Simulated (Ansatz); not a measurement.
C vacancy + C vacancy + Cr interstitial in diamond (start: the C site; C 1.55 Å away; midway between the emptied sites; 64-site cell, 2×2×2 shifted sampling). Computed with PBE, PAW (plane waves to 420 eV; Ansatz, a program for electronic structure). Total energies of the localised charge states, counted from that of charge 0, and their image corrections (point charge with alignment); the host's valence-band maximum lies at 13.244 eV on the cells' energy zero and its gap is 4.13 eV.

| charge | moment (μB) | E − E(first) (eV) | correction (eV) |
|---|---|---|---|
| 0 | 2.0 | 0.000 | 0.000 |
| −1 | 1.0 | 13.707 | 0.263 |
| −2 | 2.0 | 28.619 | 1.272 |

Q: Derive the transition levels above the valence-band maximum and say which of them are thermodynamic.

A: A level is the Fermi energy at which two charges have equal formation energy: ε(q/q′) = [E(q′) + corr(q′) − E(q) − corr(q)] / (q − q′) − E_VBM.
ε(0/−1) = [(13.707 + 0.263) − (0.000 + 0.000)] / 1 − 13.244 = 0.73 eV
ε(−1/−2) = [(28.619 + 1.272) − (13.707 + 0.263)] / 1 − 13.244 = 2.68 eV
Thermodynamic levels at least 0.1 eV inside the gap: (0/−1) at 0.73 eV; (−1/−2) at 2.68 eV. Corrections reach 1.27 eV, so the outer levels may be off by several tenths of an eV. Only the charges listed were compared. Charge +1 has its level within 0.1 eV of a band edge or past it. The geometries come from one start. Flagged in the runs: a doubtful potential alignment, a strain field that reaches the edge of the cell.
